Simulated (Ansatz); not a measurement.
Surface energy of faces of hcp Y in PBE and in RPBE, in Ansatz (plane waves, PAW). Symmetric slabs relaxed with PBE from ideal cuts in 1x1 cells (the lowest computed cut and spin start of each face; real faces may reconstruct in larger cells); RPBE values are single points on them, with the bulk at the same level. No spin-orbit coupling, no U.

| face | PBE (J/m²) | RPBE (J/m²) |
|---|---|---|
| (10-10) | 0.97 | 0.90 |
| (10-11) | 0.99 | 0.91 |
| (10-12) | 1.03 | 0.94 |
| (10-13) | 1.06 | 0.97 |
| (11-20) | 1.02 | ? |
| (11-21) | 1.12 | 1.03 |
| (11-22) | 1.08 | 1.01 |
| (11-23) | 1.10 | 1.02 |
| (20-21) | 0.99 | 0.92 |

### Question
Fit a straight line y = a·x + b by least squares to the 8 complete rows (x: PBE (J/m²); y: RPBE (J/m²)).

### Answer
the means are x̄ = 1.0425 and ȳ = 0.9625; Σ(x − x̄)² = 0.021950 and Σ(x − x̄)(y − ȳ) = 0.020250, so a = 0.923 and b = ȳ − a·x̄ = 0.001. The largest residual is 0.013.

### Question
What does the line predict for the withheld row, (11-20), and what did the calculation give?

### Answer
the line gives 0.94; the calculation gave 0.93, a miss of -0.01, of the size of the fitted rows' scatter and rounding.

Ansatz is an electronic-structure program.
